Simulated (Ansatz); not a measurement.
The (10-12) surface of hcp Ti in its 1x1 cell, outermost plane spacing 0.57 Å in the ideal cut (one of several cuts of this face)

The numbers are results of r2SCAN, at the PBE geometry (plane waves to 500 eV, PAW; Ansatz, a first-principles code), not measurements.

Model: 14-atom slab, 10.9 Å thick at the start, 13x6x1 mesh, Fermi-Dirac 0.1 eV, dipole correction, single point; on the structure that PBE left under its start's symmetry; no spin, no spin-orbit, no U.

```yaml
surface energy (mean of both faces): 2.17 J/m^2
work_function_of_the_top_face: 3.54 eV
cost: around 7 core-minutes (rough)
```
